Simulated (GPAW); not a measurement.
Band structure of Li₃Mg (Pm-3m, 4 atoms in the cell).

```yaml
crystal:
  lattice:
    - [4.30430, 0.00000, 0.00000]
    - [0.00000, 4.30430, 0.00000]
    - [0.00000, 0.00000, 4.30430]
  atoms:
    - { symbol: Li, position: [0.50000, 0.50000, 0.00000] }
    - { symbol: Li, position: [0.00000, 0.50000, 0.50000] }
    - { symbol: Li, position: [0.50000, 0.00000, 0.50000] }
    - { symbol: Mg, position: [0.00000, 0.00000, 0.00000] }
```

Method: PBEsol, GPAW PAW datasets PBEsol (made by gpaw-setup) (plane waves; GPAW).

Settings: mode = pw; ecut = 850 eV; xc = PBEsol; kpts = 10 10 10; mesh shift (steps) = 0 0 0; occupations.name = methfessel-paxton; occupations.width = 0.1 eV; occupations.order = 0; nbands = -10; convergence.density = 1e-05 e/electron; convergence.energy = 1e-05 eV/electron; symmetry.symmorphic = false; symmetry.tolerance = 0.0005; maxiter = 100.

The starting cell comes from a database of computed structures (which also holds hypothetical and non-ambient phases and stackings), without a prior relaxation at this level. Its lattice was rescaled by a random factor within 2.5 % of one.

Levels in eV from the Fermi level, bands 4 to 10:
```json
[
 {"point": "Γ", "4": "-42.72", "5": "-4.71", "6": "1.18", "7": "1.18", "8": "1.18", "9": "3.66", "10": "3.87"},
 {"point": "X", "4": "-42.72", "5": "-3.53", "6": "-2.37", "7": "3.09", "8": "3.09", "9": "3.15", "10": "3.15"},
 {"point": "M", "4": "-42.72", "5": "-2.27", "6": "-1.06", "7": "-1.06", "8": "-0.67", "9": "4.83", "10": "4.83"},
 {"point": "R", "4": "-42.72", "5": "-0.56", "6": "-0.56", "7": "-0.56", "8": "0.02", "9": "0.10", "10": "2.50"}
]
```

Bands cross the Fermi level along this path, so the cell is metallic at this level.
